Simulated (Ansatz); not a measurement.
Base system: InAs in the zinc blende structure (space group F-43m, No. 216; a = 6.109 Å).

Calculations: Ansatz (a program for electronic structure) r2SCAN, scalar-relativistic without spin-orbit coupling.

Before the change:

| Quantity | Result |
|---|---|
| Band gap | 0.08 eV |
| Volume per atom | 28.50 Å³ |

The change: Sb takes the place of As on all its sites, then cell and atoms are relaxed.

Tabulated Pauling electronegativity and covalent radius: As 2.18, 1.19 Å; Sb 2.05, 1.39 Å.

What does the calculation give for the band gap after the change?

The band gap goes from 0.08 eV to zero.

How does this affect the volume per atom?

The volume per atom goes up by 6.72 Å³ to 35.22 Å³.

Spin-orbit coupling, missing from the scalar runs, can matter with Sb. Whether these cells are dynamically stable was not tested. All final runs are without spin polarisation. Gaps under 0.05 eV, about the width of the smearing, are given as zero. The zero or small gap of InSb and InAs can change with the level of theory.
